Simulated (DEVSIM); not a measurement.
Device: Si p+/n-/n+ power diode, at 300 K.

Layer 1 from the left is Si, thickness (μm) 3.70, Na (cm⁻³) 6e18, τn (s) 2.8e-7, τp (s) 2.8e-7. Layer 2 from the left is Si, thickness (μm) 3.30, Nd (cm⁻³) 3.1e14, τn (s) 2.8e-7, τp (s) 2.8e-7. Layer 3 from the left is Si, thickness (μm) 3.20, Nd (cm⁻³) 4e18, τn (s) 2.8e-7, τp (s) 2.8e-7.

Left contact: ohmic. Right contact: ohmic. Voltage is applied to the left contact. Recombination: SRH at mid-gap, radiative. Mobility is μmin + (μ − μmin)/(1 + (N/Nref)^α).

The device is made up for the run: typed textbook-type constants, with dimensions and the other settings drawn at random. Values at 300 K.

Si: gap (eV) 1.124, affinity (eV) 4.05, permittivity 11.7, Nc (cm⁻³) 2.86e19, Nv (cm⁻³) 3.1e19, μn (cm²/Vs) 1417, μp (cm²/Vs) 470, μn,min 52, μp,min 45, Nref,n 9.7e16, Nref,p 2.2e17, αn 0.68, αp 0.72, B (cm³/s) 4.7e-15.

Simulated with DEVSIM: 1D drift-diffusion, Boltzmann statistics, complete ionisation; no tunnelling, impact ionisation, image-force lowering or self-heating.

Task: What does the simulation give for the dark forward voltage at 1 A/cm², the potential step across the device at zero bias, the dark forward voltage at 100 A/cm²?

Result: dark forward voltage at 1 A/cm² 0.711 V; potential step across the device at zero bias 1.031 V; dark forward voltage at 100 A/cm² 0.894 V.
